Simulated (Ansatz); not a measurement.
InSb: energy against strain

InSb (zinc blende, F-43m, 35.225 Å³/atom at rest) under an equal strain ε in the (001) plane with the normal axis free, as in a coherent film. r2SCAN in Ansatz, a plane-wave DFT program (PAW, default set), 500 eV, 12×12×12 Γ-centred mesh, Fermi-Dirac smearing 0.05 eV; ions are relaxed within the symmetry of each cell.

Here s stands for strain and y for E less E0.

| strain (%) | E less E0 (meV/atom) |
|---|---|
| -3.00 | ? |
| -1.50 | 3.16 |
| -1.00 | 1.39 |
| -0.50 | 0.34 |
| 0.00 | 0.00 |
| 0.50 | 0.33 |
| 1.00 | 1.32 |
| 1.50 | 2.94 |

Question: Using a parabola, estimate the missing y at s = -3.00 from the other rows, showing the fit.

Answer: Least squares gives y = -0.002 - 0.0579·s + 1.3567·s². Residuals (row less fit): 0.023, -0.023, -0.026, 0.002, 0.022, 0.023, -0.024; standard error 0.029 (degrees of freedom: 4). Twice the quadratic coefficient over the volume, 2 × 1.3567 meV × 10⁴ × 0.1602 / 35.225 Å³, is twice the biaxial elastic modulus of this plane = 123 ± 1.1 GPa. At the withheld row, y = -0.002 - 0.0579 × (-3.0) + 1.3567 × (-3.0)² = 12.382 meV/atom. The calculation gives 13.12 meV/atom, 0.738 meV/atom above the prediction (5.6 % of the range of y in the table). The row lies outside the fitted rows, so this is an extrapolation. From the scatter of the fitted rows alone, a prediction at this place has a standard error of 0.110 meV/atom, so the miss is 6.7 times that.

One order more, fitted to all 13 runs of the series, follows each within 0.01, so the miss is the next term of a smooth law. This level leaves no gap over 0.05 eV at strain -1.00, -0.50, 0.00, 0.50, where the mesh may be coarse. Rows are the converged runs of the series near zero and its far end; series whose fitted rows scatter by over a few per cent of the range, as at a crossing or softening among them, aren't shown in this form. Most that stay on the fit to the last digits aren't either.
